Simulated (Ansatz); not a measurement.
Band structure of SiNi (P2_13, 8 atoms in the cell).

```yaml
crystal:
  lattice:
    - [4.50369, 0.00000, 0.00000]
    - [0.00000, 4.50369, 0.00000]
    - [0.00000, 0.00000, 4.50369]
  atoms:
    - { symbol: Si, position: [0.65317, 0.15317, 0.34683] }
    - { symbol: Si, position: [0.84683, 0.84683, 0.84683] }
    - { symbol: Si, position: [0.15317, 0.34683, 0.65317] }
    - { symbol: Si, position: [0.34683, 0.65317, 0.15317] }
    - { symbol: Ni, position: [0.35050, 0.85050, 0.64950] }
    - { symbol: Ni, position: [0.14950, 0.14950, 0.14950] }
    - { symbol: Ni, position: [0.85050, 0.64950, 0.35050] }
    - { symbol: Ni, position: [0.64950, 0.35050, 0.85050] }
```

Method of the run: LDA (PW92), PAW files made with PBE (plane waves; Ansatz, a program for electronic structure).

Settings: kpoints.mp_grid.grid = 9 9 9; hamiltonian.xc = lda; hamiltonian.pseudopotentials = {kind: paw} (the program's default PAW files); scf.occupations.method = fermi_dirac; scf.occupations.width = 0.1 eV; kpoints.band_path.npoints = 8.

The starting cell comes from a database of computed structures (which also holds hypothetical and non-ambient phases and stackings), without a prior relaxation at this level. Spin polarisation is off.

Levels in eV from the Fermi level, bands 41 to 48:
| point | 41 | 42 | 43 | 44 | 45 | 46 | 47 | 48 |
|---|---|---|---|---|---|---|---|---|
| Γ | -1.60 | -1.60 | -1.60 | 0.98 | 0.98 | 0.98 | 1.42 | 1.42 |
| X | -1.97 | -1.97 | -0.59 | -0.59 | -0.19 | -0.19 | 2.75 | 2.75 |
| M | -1.50 | -1.50 | -0.95 | -0.95 | 0.34 | 0.34 | 0.88 | 0.88 |
| R | -1.76 | -1.76 | -1.76 | -1.76 | 4.13 | 4.13 | 4.13 | 4.13 |

Bands cross the Fermi level along this path, so the cell is metallic at this level.

Keys are those of Ansatz 0.2.
